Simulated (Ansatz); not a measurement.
## How the band gap of Be3N2 (P6₃/mmc, No. 194, 10 atoms in the cell; start mp-6977; a measured phase of this formula has another space group) moves with the method

No measured value is used here.

```
level (code)               value (eV)  cell (Å³/atom)
--------------------  ---------------  --------------
LDA (Ansatz)                     3.33            6.58
PBEsol (Ansatz)                  3.25            6.77
G0W0@PBEsol (Ansatz)  5.19 (indirect)            6.76
```

Computed values are for a static lattice.  LDA, PBEsol: the gap is read on the k mesh or supercell of the run alone and can be too large. LDA, PBEsol: the relaxation could not lower the start's symmetry, so the cell can be a saddle point above a distorted one. G0W0@PBEsol: the correction to the complete basis was taken at k points off the band edges. Values are at the level's own relaxed cell; G0W0@PBEsol at the PBEsol cell. Ansatz's density-functional and Hartree–Fock values are scalar-relativistic unless marked +SOC, with PAW data made under PBE.

A start named mp-… is a Materials Project structure, which need not be a measured phase.

Ansatz is a program for electronic structure.
